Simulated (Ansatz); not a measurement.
Consider interstitial P in silicon, charge state -1. Method: PBE, PAW (plane waves to 420 eV; Ansatz, a first-principles code).

Settings: 64 host sites, the relaxed PBE lattice, a 2×2×2 k-point mesh shifted by half a step, smearing 0.01 eV, spin-restricted, no image-charge correction. Static, classical nuclei. The charge state is imposed; whether it is stable for some Fermi level was not computed. Sites that were not tried may lie lower.

Barriers: single points on a 3×3×3 k-point mesh shifted by half a step at the bands' geometries.

Relaxed starting cell (atoms counted from 1):

```
CELL_PARAMETERS angstrom
     10.94000     0.00000     0.00000
      0.00000    10.94000     0.00000
      0.00000     0.00000    10.94000
ATOMIC_POSITIONS crystal
  Si 0.99942 0.99910 0.24881
  Si 0.99870 0.00151 0.74835
  Si 0.99224 0.49885 0.24366
  Si 0.99776 0.50091 0.75027
  Si 0.49837 0.99920 0.25064
  Si 0.50017 0.00086 0.75020
  Si 0.49707 0.49885 0.25175
  Si 0.50565 0.50151 0.76161
  Si 0.12182 0.37352 0.12272
  Si 0.11994 0.37076 0.62945
  Si 0.12735 0.87291 0.12756
  Si 0.12239 0.87588 0.62245
  Si 0.62346 0.37662 0.12402
  Si 0.61839 0.37921 0.62252
  Si 0.62421 0.87509 0.12581
  Si 0.63511 0.88604 0.62630
  Si 0.99751 0.24925 0.99733
  Si 0.99869 0.25088 0.49884
  Si 0.00047 0.75089 0.00110
  Si 0.99612 0.75010 0.49931
  Si 0.49981 0.24951 0.99977
  Si 0.49498 0.25052 0.49827
  Si 0.49866 0.74981 0.00144
  Si 0.51072 0.76432 0.50532
  Si 0.12318 0.12472 0.37324
  Si 0.12493 0.12406 0.87461
  Si 0.11138 0.62392 0.36746
  Si 0.12320 0.62466 0.87564
  Si 0.62260 0.12634 0.37484
  Si 0.62460 0.12645 0.87397
  Si 0.62170 0.62674 0.37649
  Si 0.62941 0.62667 0.88079
  Si 0.24951 0.99663 0.99805
  Si 0.24849 0.00112 0.49904
  Si 0.24824 0.50006 0.00089
  Si 0.21448 0.46959 0.46874
  Si 0.74850 0.00048 0.99974
  Si 0.75429 0.00675 0.49741
  Si 0.75122 0.49959 0.00056
  Si 0.74726 0.50166 0.49913
  Si 0.36823 0.36130 0.36290
  Si 0.37394 0.37538 0.87717
  Si 0.37516 0.87493 0.37847
  Si 0.37457 0.87466 0.87463
  Si 0.87189 0.37569 0.37460
  Si 0.87231 0.37466 0.87288
  Si 0.87353 0.87605 0.37350
  Si 0.87603 0.87631 0.87585
  Si 0.24719 0.23958 0.23840
  Si 0.25097 0.24954 0.75096
  Si 0.25093 0.74609 0.25516
  Si 0.24416 0.75463 0.75328
  Si 0.74750 0.25042 0.24905
  Si 0.74594 0.25253 0.74608
  Si 0.74920 0.74894 0.24986
  Si 0.75072 0.75196 0.75150
  Si 0.37576 0.11875 0.11890
  Si 0.37431 0.12434 0.62484
  Si 0.37432 0.62375 0.12609
  Si 0.40406 0.65506 0.65764
  Si 0.87369 0.12506 0.12487
  Si 0.87517 0.12880 0.62366
  Si 0.87247 0.62592 0.12190
  Si 0.87254 0.62536 0.62513
  P  0.39055 0.56325 0.48094
```
Cell charge -1.

End state 1 differs by these moves (Å; atoms that move under 0.08 Å are left out):

```csv
atom,element,Δx,Δy,Δz
3,Si,0.07,0.01,0.07
10,Si,-0.09,-0.03,-0.07
16,Si,-0.06,-0.05,0.00
18,Si,-0.07,-0.07,-0.01
27,Si,0.09,0.07,0.03
32,Si,0.06,0.00,0.05
50,Si,0.00,0.07,-0.06
51,Si,0.00,0.06,-0.07
65,P,0.00,-0.89,0.89
```

Task: What is the computed forward and backward barriers to end state 1 (PBE, PAW)?

Result: forward 0.10 eV, backward 0.10 eV; at the saddle point atom 65 has neighbours Si at 2.16, Si at 2.20, Si at 2.61 Å. The saddle point's order was not checked, and it lies on a symmetry element of the cell, where a band can be held.
